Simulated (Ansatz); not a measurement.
The parent structure is LiNbO3 (space group R3c, No. 161).

```xyz
10
Lattice="2.5337 1.4629 4.5624 -2.5337 1.4629 4.5624 0.0000 -2.9257 4.5624" Properties=species:S:1:pos:R:3 pbc="T T T"
Li     0.0000     0.0000     3.8481
Li     0.0000     0.0000    10.6917
Nb     0.0000     0.0000    13.6533
Nb     0.0000     0.0000     6.8097
O     -0.6593    -1.4089     5.4222
O      1.5498     0.1335     5.4222
O     -0.8905     1.2754     5.4222
O     -1.6432    -0.1874     7.7034
O      0.6593     1.5168     7.7034
O      0.9839    -1.3293     7.7034
```

Cartesian axes are those of the cell as printed.

Computed with LDA in Ansatz (plane waves to 420 eV, PAW, no spin-orbit coupling).

Base values:

- Shortest interatomic distance: 3.552 bohr

Perturbation: uniaxial strain ε_zz = −2.25 %, all other strain components held at zero, atoms relaxed at fixed cell.

Question: Predict the new stress.

Answer: The stress (xx, yy, zz, yz, xz, xy; compression positive) comes out as (1.94, 1.94, 5.91, 0.00, 0.00, 0.00) GPa.

Question: How does this affect the energy relative to the base?

Answer: The energy rises by 4.2 meV/atom.

Question: Estimate the effect on the largest internal atomic displacement.

Answer: The largest internal atomic displacement is 0.016 Å.

Question: What happens to the shortest interatomic distance?

Answer: The shortest interatomic distance hardly moves (3.552 bohr against 3.551 bohr).

Stability against distortions was not tested.

Ansatz is a program for electronic structure.
